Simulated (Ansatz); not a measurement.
Base system: Au in the fcc (Cu type) structure (space group Fm-3m, No. 225).

```yaml
crystal:
  lattice:
    - [0.00000, 2.06204, 2.06204]
    - [2.06204, 0.00000, 2.06204]
    - [2.06204, 2.06204, 0.00000]
  atoms:
    - { symbol: Au, position: [0.00000, 0.00000, 0.00000] }
```

Method: r2SCAN (Ansatz, a quantum-chemistry and plane-wave program, PAW, no SOC).

One change was made to it. Results:

| quantity | base | after |
|---|---|---|
| density | 18.65 g/cm³ | 12.46 g/cm³ |
| shortest interatomic distance | 2.916 Å | 2.687 Å |

### Question
What was done to the base?
A) Au → Br
B) Au → Ir
C) Au → Rh

### Answer
C, Au → Rh. For comparison, the density in the other runs: Au → Br gives 5.10 g/cm³; Au → Ir gives 22.47 g/cm³.

Whether these cells are dynamically stable was not tested. As relaxed here, Br is a hypothetical phase, not in the database extracts checked. The final runs are not spin-polarised.
